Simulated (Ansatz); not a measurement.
## GaN: response to strain

Consider GaN in the wurtzite structure (space group P6_3mc, No. 186; a = 3.1518 Å, c = 5.1383 Å). Axes: x lies along a and z along c of the hexagonal cell.

Strains are applied to the cell and any free atomic positions relax; under biaxial strain the out-of-plane vector relaxes too.

Calculations: LDA, PAW, 420 eV (Ansatz, a program for electronic structure; no spin-orbit coupling).

```tsv
variant	electron mass	band gap	volume per atom	width of the top valence band
base	0.18 mₑ along c, 0.20 mₑ across (at Γ)	2.13 eV	11.05 Å³	2.92 eV
biaxial strain −3.00 %, plane normal [001], relaxed out of plane	0.17 mₑ out of plane, 0.22 mₑ in plane (at Γ)	2.19 eV	10.55 Å³	3.25 eV
biaxial strain −2.40 %, plane normal [001], relaxed out of plane	0.17 mₑ out of plane, 0.22 mₑ in plane (at Γ)	2.19 eV	10.65 Å³	3.19 eV
biaxial strain −1.80 %, plane normal [001], relaxed out of plane	0.18 mₑ out of plane, 0.21 mₑ in plane (at Γ)	2.18 eV	(withheld)	3.12 eV
biaxial strain −1.20 %, plane normal [001], relaxed out of plane	0.18 mₑ out of plane, 0.21 mₑ in plane (at Γ)	(withheld)	10.85 Å³	3.05 eV
biaxial strain −0.60 %, plane normal [001], relaxed out of plane	0.18 mₑ out of plane, 0.20 mₑ in plane (at Γ)	(withheld)	10.95 Å³	2.99 eV
```

Task: Some entries are withheld; estimate them.

Result: 
- biaxial strain −1.80 %, plane normal [001], relaxed out of plane, volume per atom: 10.75 Å³
- biaxial strain −1.20 %, plane normal [001], relaxed out of plane, band gap: 2.17 eV
- biaxial strain −0.60 %, plane normal [001], relaxed out of plane, band gap: 2.15 eV

Effective masses come from finite differences of ±0.01 Å⁻¹. Stability against distortions was not tested.
